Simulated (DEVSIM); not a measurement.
abrupt Si p-n junction

Structure: abrupt Si p-n junction, at 400 K.

```tsv
layer (left to right)	material	thickness (μm)	Nd (cm⁻³)	Na (cm⁻³)	τn (s)	τp (s)
1	Si	0.690	-	2.7e18	0.00027	0.00027
2	Si	3.20	1.4e15	-	0.00027	0.00027
```

Left contact: ohmic. Right contact: ohmic. Voltage is applied to the left contact. Recombination: SRH at mid-gap, radiative, Auger. Mobility is μmin + (μ − μmin)/(1 + (N/Nref)^α).

This is a model device: material constants are rounded textbook-type values typed into the input, and sizes, dopings and lifetimes were drawn at random. Values at 300 K; Nc and Nv go as T^1.5, mobilities as T to minus their exponent, the gap by Varshni's rule with the affinity fixed.

```csv
parameter,Si
gap (eV),1.124
affinity (eV),4.05
permittivity,11.7
Nc (cm⁻³),2.86e19
Nv (cm⁻³),3.1e19
μn (cm²/Vs),1417
μp (cm²/Vs),470
"μn,min",52
"μp,min",45
"Nref,n",9.7e16
"Nref,p",2.2e17
αn,0.68
αp,0.72
T exponent of μn,2.3
T exponent of μp,2.2
B (cm³/s),4.7e-15
Cn (cm⁶/s),2.8e-31
Cp (cm⁶/s),9.9e-32
Varshni α (eV/K),0.000473
Varshni β (K),636
```

DEVSIM, 1D drift-diffusion, Boltzmann statistics, complete ionisation; no tunnelling, impact ionisation, image-force lowering or self-heating.

```
Property                                            Result
---------------------------------------------  -----------
Potential step across the device at zero bias      0.640 V
Largest field in the device at zero bias       100000 V/cm
Dark forward voltage at 1 A/cm²                    0.318 V
Dark forward voltage at 100 A/cm²                  0.538 V
```

Dark forward current:

```
V (V)  J (A/cm²)
-----  ---------
0.05     0.00039
0.10      0.0020
0.15      0.0089
0.20       0.038
0.25        0.16
0.30        0.62
0.35         2.3
0.40         7.5
0.45          21
0.50          53
0.55         120
0.60         270
0.65         560
0.70        1100
0.75        2200
```
